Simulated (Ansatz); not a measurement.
# InP: strain along the normal

InP (zinc blende, F-43m, 24.730 Å³/atom at rest) under an equal strain ε in the (001) plane with the normal axis free, as in a coherent film. LDA in Ansatz, a plane-wave DFT program (PAW, default set), 420 eV, 10×10×10 Γ-centred mesh, Fermi-Dirac smearing 0.05 eV; ions are relaxed within the symmetry of each cell.

Here s stands for strain and y for normal strain.

```
strain (%)  normal strain (%)
----------  -----------------
-1.50                    1.67
-1.00                    1.11
-0.50                    0.56
0.00                     0.00
0.50                    -0.56
1.00                    -1.13
1.50                    -1.71
3.00                        ?
```

Taking a straight line for y over the 7 complete rows: Means: s 0, y -0.009. About the means, the sum of products is -7.8700 and the sum of squares of s is 7.0000; the slope is their ratio. Least squares gives y = -0.009 - 1.1243·s. Residuals (row less fit): -0.007, -0.005, 0.007, 0.009, 0.011, 0.003, -0.015; standard error 0.011 (degrees of freedom: 5). The slope, -1.12 ± 0.00, is the elastic response of the normal axis, −2C12/C11 for this plane.

Q: Predict the withheld y at s = 3.00 from the fit, and compare with the calculation.

A: y = -0.009 - 1.1243 × 3.0 = -3.382%. The calculation gives -3.46%, 0.078% below the prediction (1.5 % of the range of y in the table). The row lies outside the fitted rows, so this is an extrapolation. From the scatter of the fitted rows alone, a prediction at this place has a standard error of 0.016%, so the miss is 4.9 times that.

One order more, fitted to all 13 runs of the series, follows each within 0.01, so the miss is the next term of a smooth law. Rows are the converged runs of the series near zero and its far end; series whose fitted rows scatter by over a few per cent of the range, as at a crossing or softening among them, aren't shown in this form. Most that stay on the fit to the last digits aren't either.
